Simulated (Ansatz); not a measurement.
The starting structures come from a database of crystals and need not be the phases stable at ambient conditions.

Data:

```yaml
crystal:
  lattice:
    - [7.89067, 0.00000, 0.00000]
    - [0.00000, 7.89067, 0.00000]
    - [3.94533, -3.94533, 5.57955]
  atoms:
    - { symbol: Cs, position: [0.25000, 0.25000, 0.50000] }
    - { symbol: Cs, position: [0.75000, 0.75000, 0.50000] }
    - { symbol: Na, position: [0.50000, 0.50000, 0.00000] }
    - { symbol: La, position: [0.00000, 0.00000, 0.00000] }
    - { symbol: Cl, position: [0.24878, 0.24878, 0.00000] }
    - { symbol: Cl, position: [0.75122, 0.75122, 0.00000] }
    - { symbol: Cl, position: [0.75122, 0.24878, 0.00000] }
    - { symbol: Cl, position: [0.24878, 0.75122, 0.00000] }
    - { symbol: Cl, position: [0.75122, 0.24878, 0.49756] }
    - { symbol: Cl, position: [0.24878, 0.75122, 0.50244] }
```

Space group of this cell: Fm-3m. The cell is taken as given; by r2SCAN its mean pressure is -0.6 GPa.

Transport runs along the normal of the first two printed cell vectors, the (001) plane of the conventional cell.

The gap is the functional's own, uncorrected, and κ follows it; spin-orbit coupling is left out. Mid-gap values are interpolated between the computed energies.

Task: Give the band gap and the smallest decay constant κ at mid-gap that r2SCAN (Ansatz, a first-principles code) yields.

Result: Gap 5.29 eV on a 6×6×6 mesh; κ = 0.447 1/Å, at the zone centre.
